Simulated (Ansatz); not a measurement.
Where the default PAW files enter, the runs use the earlier of Ansatz's two default sets.

Crystal: SrCl$_{2}$ (Fm-3m, fluorite, not sure to be the ambient phase, 3 atoms a cell, 28.6 Å³ an atom); both levels run on this one cell.

Complex bands along the normal of (111) by Ansatz (plane waves, PAW, no spin-orbit coupling). r2SCAN gives a gap of 5.93 eV and a slowest mid-gap decay of 0.423 1/Å.

Problem. What does PBE give on the same cell, and what does that do to the current through 2 nm?

Solution. Gap 5.31 eV, κ = 0.400 1/Å. The mid-gap transmission through 2 nm changes by exp(2 × 20 × (0.423 − 0.400)) = a factor of 2.5 against r2SCAN.

Ansatz is a first-principles code.
